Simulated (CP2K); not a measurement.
Band structure of PbS (Fm-3m, 2 atoms in the cell).

```
CELL_PARAMETERS angstrom
      4.20021     0.00000     0.00000
      2.10011     3.63749     0.00000
      2.10011     1.21250     3.42946
ATOMIC_POSITIONS crystal
  Pb 0.00000 0.00000 0.00000
  S  0.50000 0.50000 0.50000
```

Method: CP2K with PBE, GPW, DZVP-MOLOPT-SR-GTH basis, GTH-PBE potentials (GTH_POTENTIALS).

Settings: CUTOFF = 400 Ry; REL_CUTOFF = 50 Ry; SMEAR/METHOD = FERMI_DIRAC; ELECTRONIC_TEMPERATURE = 580.23 K; KPOINTS/SCHEME = MONKHORST-PACK 7 7 7; XC_FUNCTIONAL = PBE; Pb/BASIS_SET = DZVP-MOLOPT-SR-GTH; Pb/POTENTIAL = GTH-PBE-q4; S/BASIS_SET = DZVP-MOLOPT-SR-GTH; S/POTENTIAL = GTH-PBE-q6; METHOD = GPW; EPS_DEFAULT = 1e-11; EXTRAPOLATION = USE_GUESS; NGRIDS = 4.

The starting cell has typed, rounded lattice constants, without a prior relaxation at this level. Spin-orbit coupling is off. Values carry the incompleteness of an atom-centred basis.

Problem. Predict the gap along the standard path and the places of the band edges.

Solution. The gap along the path is 0.37 eV, direct at L to within 0.01 eV.

Levels in eV from the top of the valence band on the SCF mesh, bands 2 to 6:
| point | 2 | 3 | 4 | 5 | 6 |
|---|---|---|---|---|---|
| Γ | -5.81 | -1.82 | -1.82 | -1.82 | 5.47 |
| X | -6.98 | -4.94 | -3.14 | -3.14 | 4.16 |
| W | -7.72 | -4.17 | -4.17 | -0.75 | 2.39 |
| K | -7.75 | -4.53 | -2.66 | -2.23 | 3.66 |
| L | -8.63 | -1.54 | -1.54 | 0.27 | 0.64 |
| U | -7.75 | -4.53 | -2.66 | -2.23 | 3.66 |

Higher empty bands are left out: an atom-centred basis made for the valence describes them poorly.
